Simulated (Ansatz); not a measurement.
Al3Pd2: x(Pt) = 0.75, 10 atoms, Pm

The parent structure is Al$_{3}$Pd$_{2}$ (space group P-3m1, No. 164; a = 4.210 Å, c = 5.140 Å; a cell from a computed database, its experimental status unchecked).

The other end (x = 1) is Al3Pt2 (space group P-3m1, No. 164; a model cell, its experimental status unchecked): 15.87 Å³/atom, gap zero; this end may not be an ambient phase.

It is then changed as follows: a fraction x = 0.75 of the Pd sites is given to Pt, ordered in a cell of 10 atoms (starting symmetry Pm) and fully relaxed.

The values are results of Ansatz (a program for electronic structure), PBEsol, PAW, cutoff 420 eV, no SOC, not measurements. k-mesh 9×11×7 (Γ-centred); smearing 0.05 eV (Fermi–Dirac), for the changed cell.

* **Volume per atom**: 15.85 Å³ (base 15.78 Å³)
* **Density**: 8.94 g/cm³ (base 6.18 g/cm³)
* **Shortest interatomic distance**: 2.493 Å (base 2.517 Å)
* **Band gap**: zero (base zero)
* **Mixing energy**: 0.00 eV/atom (to 0.01 eV only: unlike meshes or grids) (against an end that may be hypothetical)
* **Deviation of the volume from the linear (Vegard-type) interpolation**: 0.0 %

These are small ordered cells, not random alloys; other orderings at the same x differ. Stability against distortions was not tested. The final runs are not spin-polarised.
